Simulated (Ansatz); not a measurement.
Base system: Zr in the hcp (Mg type) structure (space group P6_3/mmc, No. 194; relaxed with 0.1 eV smearing).

```
Zr
1.0
    3.14377     0.00000     0.00000
   -1.57189     2.72259     0.00000
    0.00000     0.00000     5.09284
Zr
2
Direct
  0.66667   0.33333   0.75000
  0.33333   0.66667   0.25000
```

Cartesian axes are those of the cell as printed.

The values are results of DFT with LDA, PAW potentials and a 420 eV plane-wave cutoff in Ansatz (a first-principles code), no spin-orbit coupling, not measurements.

Base values:

The shortest interatomic distance is 5.909 bohr.

One thing is altered: the cell is compressed by 1.00 % along z with no lateral relaxation, atoms relaxed at fixed cell.

Problem. Predict the new energy relative to the base.

Solution. The energy increases by 1.2 meV/atom.

Problem. Estimate the effect on the shortest interatomic distance.

Solution. The shortest interatomic distance drops by 0.039 bohr (5.909 bohr → 5.870 bohr).

The cells carry an imposed strain or load. Stability against distortions was not tested. All final runs are without spin polarisation.
